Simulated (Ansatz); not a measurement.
Ansatz (an electronic-structure program) run on a (001) slab of Hf2Hg (cut from a parent of space group no. 139; 6 atoms in the cell): self-consistent single point.

Level of theory: PBEsol, default PAW files made with PBE (plane waves; Ansatz).

The change in words: vacuum of 7 angstrom (first run: 14 Å). Reference geometry:
```
CELL_PARAMETERS angstrom
      3.32009     0.00000     0.00000
      0.00000     3.32009     0.00000
      0.00000     0.00000    23.61852
ATOMIC_POSITIONS crystal
  Hf 0.50000 0.50000 0.70362
  Hf 0.00000 0.00000 0.29638
  Hg 0.00000 0.00000 0.62245
  Hf 0.00000 0.00000 0.45872
  Hf 0.50000 0.50000 0.54127
  Hg 0.50000 0.50000 0.37755
```

Reference input (self-consistent single point, DFT, PBEsol, plane waves, default PAW files made with PBE): basis.ecutwfc = 30.9 Ry; kpoints.mp_grid.grid = 9 9 1; hamiltonian.xc = pbesol; hamiltonian.pseudopotentials = {kind: paw} (the program's default PAW files); scf.occupations.method = fermi_dirac; scf.occupations.width = 0.0073 Ry. This run's input differs from it in these lines:

Ansatz 0.2 input:
```diff
@@ -4,10 +4,10 @@
     - [0.00000000, 3.32009000, 0.00000000]
-    - [0.00000000, 0.00000000, 23.61851900]
+    - [0.00000000, 0.00000000, 16.61850000]
   atoms:
-    - { symbol: Hf, position: [0.50000000, 0.50000000, 0.70362200] }
-    - { symbol: Hf, position: [0.00000000, 0.00000000, 0.29637800] }
-    - { symbol: Hg, position: [0.00000000, 0.00000000, 0.62244800] }
-    - { symbol: Hf, position: [0.00000000, 0.00000000, 0.45872500] }
-    - { symbol: Hf, position: [0.50000000, 0.50000000, 0.54127500] }
-    - { symbol: Hg, position: [0.50000000, 0.50000000, 0.37755200] }
+    - { symbol: Hf, position: [0.50000000, 0.50000000, 0.78939100] }
+    - { symbol: Hf, position: [0.00000000, 0.00000000, 0.21060900] }
+    - { symbol: Hg, position: [0.00000000, 0.00000000, 0.67402500] }
+    - { symbol: Hf, position: [0.00000000, 0.00000000, 0.44133900] }
+    - { symbol: Hf, position: [0.50000000, 0.50000000, 0.55866100] }
+    - { symbol: Hg, position: [0.50000000, 0.50000000, 0.32597500] }
 basis:
```

Output, abridged:

```
SCF iter   1: F=—  HF=-89725.593755 eV  |F-HF|=—  |Δ(HF+E_count)|=         —  Δρ=4.46e-3  dr2=7.51e-1  ethr=1.77e-3  ⟨swp⟩=5.2  Hψ=4094  notcnv=0
all-band conjugate gradients solve this SCF's bands
preconditioner: auto → LDOS
SCF iter   2: F=—  HF=-89725.568662 eV  |F-HF|=—  |Δ(HF+E_count)|=   2.51e-2  Δρ=2.48e-3  dr2=5.13e-2  ethr=5.21e-4  ⟨swp⟩=2.0  Hψ=1666  notcnv=0  defer=8
   [... lines left out ...]
SCF iter   6: F=—  HF=-89725.563581 eV  |F-HF|=—  |Δ(HF+E_count)|=   9.65e-5  Δρ=6.07e-5  dr2=6.65e-6  ethr=3.23e-8  ⟨swp⟩=2.1  Hψ=2249  notcnv=0  defer=6
SCF iter   7: F=—  HF=-89725.563586 eV  |F-HF|=—  |Δ(HF+E_count)|=   4.91e-6  Δρ=1.89e-5  dr2=9.71e-7  ethr=4.62e-9  ⟨swp⟩=2.3  Hψ=1621  notcnv=0  defer=6
SCF iter   8: F=—  HF=-89725.563586 eV  |F-HF|=—  |Δ(HF+E_count)|=   2.65e-7  Δρ=8.04e-6  dr2=3.17e-7  ethr=6.74e-10  ⟨swp⟩=2.3  Hψ=2083  notcnv=0  defer=6
SCF iter   9: F=-89725.563586 eV  HF=-89725.563586 eV  |F-HF|=4.04e-8  |Δ(HF+E_count)|=   2.04e-8  Δρ=3.30e-6  dr2=8.00e-8  ethr=6.94e-11  ⟨swp⟩=7.9  Hψ=6208  notcnv=0
SCF 1 converged in 9 iterations: F = -89725.563586 eV  dr2 = 8.00e-8
Free energy (F): -89725.563586 eV
Internal energy: -89725.314842 eV  (E = F + TS)
E sigma→0 (E₀):  -89725.439214 eV
Entropy (-TS):   -0.248744 eV (-41.457 meV/atom)
Fermi energy:    12.700893 eV
--- Forces (eV/Å), atoms counted from 1 ---
  atom   1  Hf    -0.00000000     0.00000000    -0.28361804
  atom   2  Hf     0.00000000     0.00000000     0.28361804
  atom   3  Hg     0.00000000     0.00000000     0.25373475
  atom   4  Hf     0.00000000     0.00000000     0.15600776
  atom   5  Hf    -0.00000000     0.00000000    -0.15600776
  atom   6  Hg    -0.00000000     0.00000000    -0.25373475
--- Stress (GPa, compression-positive) ---
       -6.578046       0.000000      -0.000000
        0.000000      -6.578046      -0.000000
       -0.000000      -0.000000      -1.751558
  P = ⅓ Tr σ = -4.9692 GPa (-49.692 kbar)
  The stress holds the Pulay correction. Without it, at fixed plane waves, as pw.x and ABINIT print it: P = -4.9981 GPa
```

The run converged in 9 iterations. Against the reference run the free energy drops by 1.5 meV/atom and the largest force goes from 0.318 to 0.284 eV/Å.

The starting cell comes from a database of computed structures (which also holds hypothetical and non-ambient phases and stackings), without a prior relaxation at this level. The slab is cut from that crystal, and its faces are unrelaxed. Its lattice was rescaled by up to half a per cent. Spin-orbit coupling is off.
